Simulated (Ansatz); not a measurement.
## A computed series for SiC: response to strain

The reference is SiC (space group P6_3mc, No. 186; a = 3.058 Å, c = 10.012 Å). Axes: x lies along a and z along c of the hexagonal cell.

Strains are applied to the cell and any free atomic positions relax.

Method: LDA, PAW, 420 eV (Ansatz, a program for electronic structure; without spin-orbit coupling).

```
case                            shortest interatomic distance  band gap  smallest direct gap
------------------------------  -----------------------------  --------  -------------------
base                                                  1.871 Å   2.18 eV              3.31 eV
uniaxial strain ε_zz = +0.75 %                        1.874 Å   2.13 eV              3.28 eV
uniaxial strain ε_zz = +1.50 %                        1.877 Å   2.08 eV              3.25 eV
uniaxial strain ε_zz = +2.25 %                        1.880 Å   2.03 eV              3.22 eV
uniaxial strain ε_zz = +3.00 %                        1.882 Å   1.99 eV              3.19 eV
```

Whether these cells are dynamically stable was not tested.
